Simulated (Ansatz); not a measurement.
Defect: O vacancy in monoclinic HfO2 with all lengths changed by -1 %, neutral cell. These are PBE, PAW (plane waves to 420 eV; Ansatz, a first-principles code) values and carry that method's errors.

Settings: 96 host sites, the strained lattice (strain from the relaxed PBE one, atoms relaxed), the Γ point alone, smearing 0.01 eV, spin-restricted, no image-charge correction. Energies are static. Spin-orbit coupling is left out. The charge state is imposed; whether it is stable for some Fermi level was not computed. Forms of the defect that were not tried may lie lower. The start lies 0.12 eV above the lowest site run (PBE).

The step: one O atom jumps into the vacancy from a nearby O site; the atom moves 2.46 Å along (-0.47, -0.10, -0.18) of the unit cell; from a vacant O site with 3 nearest neighbours to a vacant O site with 4 nearest neighbours; the moving atom starts with neighbours Hf at 2.13, Hf at 2.16, Hf at 2.17, Hf at 2.25; O at 2.54, O at 2.63, O at 2.66, O at 2.71 Å and ends with Hf at 2.02, Hf at 2.06, Hf at 2.13; O at 2.57 Å. On the band's own sampling the forward barrier is 2.38 eV. Harmonic modes of the moving O atom alone, all others held, come from finite differences of 0.015 Å. The saddle point's order was not checked.

Task: Give the atom's modes at both geometries.

Result: start 12.1, 14.9, 15.1 THz; saddle point 7.0i, 11.3 and 23.5 THz.

Task: What attempt frequency and zero-point change of the barrier follow from these modes alone, and what classical rate at 500 K?

Result: ν = (12.1 × 14.9 × 15.1) / (11.3 × 23.5) ≈ 10 THz. The zero-point energy changes the barrier by h/2 × (34.8 − 42.1) THz = -0.015 eV. The classical rate is ν exp(−2.38/0.0431) ≈ 1e-11 s⁻¹. One atom's modes give a rough prefactor, not that of the whole cell.
